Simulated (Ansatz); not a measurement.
Ansatz (a program for electronic structure) run on CoPdO2 (R-3m, 4 atoms in the cell): self-consistent single point.

Level of theory: PBEsol, PAW files made with PBE (plane waves; Ansatz).

```
CoPdO2
1.0
    1.39633     0.80617     5.81061
   -1.39633     0.80617     5.81061
    0.00000    -1.61234     5.81061
Co Pd O
1 1 2
Direct
  0.50000   0.50000   0.50000
  0.00000   0.00000   0.00000
  0.88753   0.88753   0.88753
  0.11247   0.11247   0.11247
```
Moments meant for the start (each program seeds them in its own way; μB, in the order of the atoms Co Pd O O): 3.0 0.0 0.0 0.0.

Reference input (self-consistent single point, DFT, PBE, plane waves, PAW files): kpoints.mp_grid.grid = 9 9 9; hamiltonian.xc = pbe; hamiltonian.pseudopotentials = {kind: paw} (the program's default PAW files); magnetization.spin_polarized = true; scf.occupations.method = fermi_dirac; scf.occupations.width = 0.1 eV. This run's input differs from it in these lines:

Ansatz 0.2 input:
```diff
@@ -15,3 +15,3 @@
 hamiltonian:
-  xc: pbe
+  xc: pbesol
   pseudopotentials:
```

The program printed (abridged):

```
SCF iter   1: F=—  HF=-13119.144920 eV  |F-HF|=—  |Δ(HF+E_count)|=         —  Δρ=2.58e-1 (↑1.37e-1 ↓2.58e-1)  dr2=1.59e1  dr2_m=1.21e1  M=0.225 μB ∫|m|=0.519 μB  β_m=0.30  ethr=3.10e-3  ⟨swp⟩=5.5  Hψ=18161  notcnv=0
Mixer restart at iter 1: flushing history
all-band conjugate gradients solve this SCF's bands
preconditioner: auto → Kerker (q_TF=auto, 2.812 Å⁻¹)
spin=Collinear: Kerker preconditioning applied to the charge; magnetization (m = ρ↑ − ρ↓) channel mixes plain (no charge-response kernel on spin).
   [... lines left out ...]
SCF iter  13: F=—  HF=-13119.911328 eV  |F-HF|=—  |Δ(HF+E_count)|=   3.42e-8  Δρ=3.44e-6 (↑3.39e-6 ↓3.44e-6)  dr2=4.37e-8  dr2_m=1.75e-10  M=-0.000 μB ∫|m|=0.000 μB  β_m=0.97  ethr=9.38e-10  ⟨swp⟩=1.8  Hψ=5333  notcnv=0
SCF iter  14: F=-13119.911328 eV  HF=-13119.911328 eV  |F-HF|=6.86e-10  |Δ(HF+E_count)|=   5.10e-9  Δρ=6.87e-7 (↑6.85e-7 ↓6.87e-7)  dr2=1.30e-9  dr2_m=6.93e-12  M=0.000 μB ∫|m|=0.000 μB  ethr=9.30e-11  ⟨swp⟩=2.2  Hψ=14172  notcnv=0
SCF 1 converged in 14 iterations: F = -13119.911328 eV  dr2 = 1.30e-9
WARN: the starting moments were not kept: the SCF closed with an absolute magnetisation of 2.1e-6 μB, where they sum to 3 μB in size (1 site) …
Magnetization: 0.0000 μB (23.5000 up, 23.5000 down)
   [... lines left out ...]
Absolute magnetization: 0.0000 μB (∫|ρ↑−ρ↓|, with the PAW one-centre terms)
Free energy (F): -13119.911328 eV
Fermi energy:    15.830408 eV
   [... lines left out ...]
  atom   4  O      0.00000000     0.00000000     0.00146351
--- Stress (GPa, compression-positive) ---
        5.935177       0.000000      -0.000000
        0.000000       5.935177      -0.000000
       -0.000000      -0.000000      10.070259
  P = ⅓ Tr σ = 7.3135 GPa (73.135 kbar)
  The stress holds the Pulay correction. Without it, at fixed plane waves, as pw.x and ABINIT print it: P = 6.8373 GPa
```

The run converged in 14 iterations. Against the reference run the pressure goes from 18.22 to 7.31 GPa and the largest force goes from 0.108 to 0.001 eV/Å.

The starting cell comes from a database of computed structures (which also holds hypothetical and non-ambient phases and stackings), without a prior relaxation at this level. Its lattice was rescaled by a random factor within 2.5 % of one. The starting moments vanished: the run ended non-magnetic, which need not be the lowest state. The program warned that a starting moment was not kept. With a pressure of about 7 GPa the cell is away from its equilibrium volume at this level. Ansatz's pressure includes its estimate of the finite-basis (Pulay) stress.
